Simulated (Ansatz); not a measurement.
## Zr₂N (P4₂/mnm, No. 136, 6 atoms in the cell; start mp-1014265)

Computed with LDA in Ansatz (PAW).

Numerical settings: plane-wave cutoff 520 eV, 10×10×16 k mesh (along the axes of the cell as run), Fermi–Dirac smearing 0.05 eV, scalar-relativistic PAW data made under PBE.

Cell (relaxed at this level):

Space group P4₂/mnm (No. 136); a = b = 5.3316 Å, c = 3.2525 Å, α = β = γ = 90.00°

```csv
atom,site,symmetry,x,y,z
Zr,4f,m.2m,0.2960,0.2960,0.0000
N,2a,m.mm,0.0000,0.0000,0.0000
```

| Item | Result |
|---|---|
| band gap | zero (no gap) |
| bulk modulus | 197 GPa |

Note: the relaxation could not lower the start's symmetry, so the cell can be a saddle point above a distorted one; the bulk modulus is −V dP/dV from two relaxed cells at ±2 % in volume.

Spin–orbit coupling is not included.

The result took very roughly 4 core-minutes.

A start named mp-… is a Materials Project structure, which need not be a measured phase.

Ansatz is an electronic-structure program.
